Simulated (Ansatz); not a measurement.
End structure of a constructed model of the (100) surface of fcc Pd, a pseudomorphic layer of Ag in the host's stacking (bottom of the slab: a bare face, its two planes held):

```yaml
crystal:
  lattice:
    - [2.78861, 0.00000, 0.00000]
    - [0.00000, 2.78861, 0.00000]
    - [0.00000, 0.00000, 28.50000]
  atoms:
    - { symbol: Pd, position: [0.50000, 0.50000, 0.28830] }
    - { symbol: Pd, position: [0.00000, 0.00000, 0.35749] }
    - { symbol: Pd, position: [0.50000, 0.50000, 0.42651] }
    - { symbol: Pd, position: [0.00000, 0.00000, 0.49582] }
    - { symbol: Pd, position: [0.50000, 0.50000, 0.56523] }
    - { symbol: Pd, position: [0.00000, 0.00000, 0.63497] }
    - { symbol: Ag, position: [0.50000, 0.50000, 0.70723] }
```

Slab: 7 atoms, 12.1 Å thick at the start; k 13x13x1, smearing 0.1 eV, dipole-corrected; 2 atoms held, the rest relaxed; start symmetry kept, larger cells not searched; no spin, no spin-orbit, no U. It is one candidate, not shown to be the stable structure of the face.

**Question.** What work function of the top face does Ansatz (an electronic-structure program) with PBE give?

**Answer.** 4.42 eV
